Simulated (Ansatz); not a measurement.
Start from Ir in the fcc (Cu type) structure (space group Fm-3m, No. 225; relaxed with 0.1 eV smearing).

```
Ir
1.0
    0.00000     1.91555     1.91555
    1.91555     0.00000     1.91555
    1.91555     1.91555     0.00000
Ir
1
Direct
  0.00000   0.00000   0.00000
```

All numbers come from PBEsol, PAW, 420 eV (Ansatz, a program for electronic structure; no spin-orbit coupling).

Base values:

Pressure: 0.0 GPa

Now apply this change: every lattice vector is shortened by 2.50 %, atoms relaxed at fixed cell.

Q: What does the calculation give for the pressure and energy relative to the base after the change?

A: The pressure goes from zero to 35.4 GPa; the energy goes up by 105 meV/atom.

The cells carry an imposed strain or load. Stability against distortions was not tested. The final runs are not spin-polarised.
